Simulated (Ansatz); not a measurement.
BBi (model structure), treated with HSE06 in Ansatz (PAW).

Numerical settings: plane-wave cutoff 520 eV, 12×12×8 k mesh (along the axes of the cell as run), Fermi–Dirac smearing 0.03 eV, scalar-relativistic PAW data made under PBE.

Starting structure:

```
CELL_PARAMETERS angstrom
      3.28790     0.00000     0.00000
     -1.64395     2.84740     0.00000
      0.00000     0.00000     3.20883
ATOMIC_POSITIONS crystal
  B  0.00000 0.00000 0.00000
  Bi 0.66667 0.33333 0.50000
```

Q: Into what structure does the relaxation of cell and atoms lead at this level, with the symmetry of the start kept?

A: The volume rises by 25 %; final space group P-6m2.
```
CELL_PARAMETERS angstrom
      3.58453     0.00000     0.00000
     -1.79226     3.10429     0.00000
      0.00000     0.00000     3.36120
ATOMIC_POSITIONS crystal
  B  0.00000 0.00000 0.00000
  Bi 0.66667 0.33333 0.50000
```

Note: the run warned that the count of filled bands differs between k points; the relaxation could raise the start's symmetry but not lower it, so the cell can be a saddle point.

A model structure was made by putting elements into a prototype or built by hand; it is no filed structure, need not be a known phase, and can be a saddle point held by its symmetry.

Ansatz is a program for electronic structure.
